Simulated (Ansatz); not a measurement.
**Response to strain in InPd**

Base system: InPd in the CsCl type structure (space group Pm-3m, No. 221; relaxed with 0.1 eV smearing).

```
CELL_PARAMETERS angstrom
      3.24799     0.00000     0.00000
      0.00000     3.24799     0.00000
      0.00000     0.00000     3.24799
ATOMIC_POSITIONS crystal
  In 0.50000 0.50000 0.50000
  Pd 0.00000 0.00000 0.00000
```

Cartesian axes are those of the cell as printed.

Strains are applied to the cell and any free atomic positions relax; under biaxial strain the out-of-plane vector relaxes too.

Level of theory: PBEsol in Ansatz (plane waves to 420 eV, PAW, no spin-orbit coupling).

Candidates:
(a) biaxial strain +2.50 %, plane normal [001], relaxed out of plane
(b) biaxial strain −2.50 %, plane normal [001], relaxed out of plane
(c) biaxial strain −0.50 %, plane normal [001], relaxed out of plane

Notes on the quantities. energy relative to the base: free energy F.

**Question.** Order them by energy relative to the base, lowest first.

**Answer.** (c) biaxial strain −0.50 %, plane normal [001], relaxed out of plane (+0.2 meV/atom), (b) biaxial strain −2.50 %, plane normal [001], relaxed out of plane (+4.7 meV/atom), (a) biaxial strain +2.50 %, plane normal [001], relaxed out of plane (+5.7 meV/atom)

No phonon test of stability was made. All final runs are without spin polarisation.

Ansatz is a program for electronic structure.
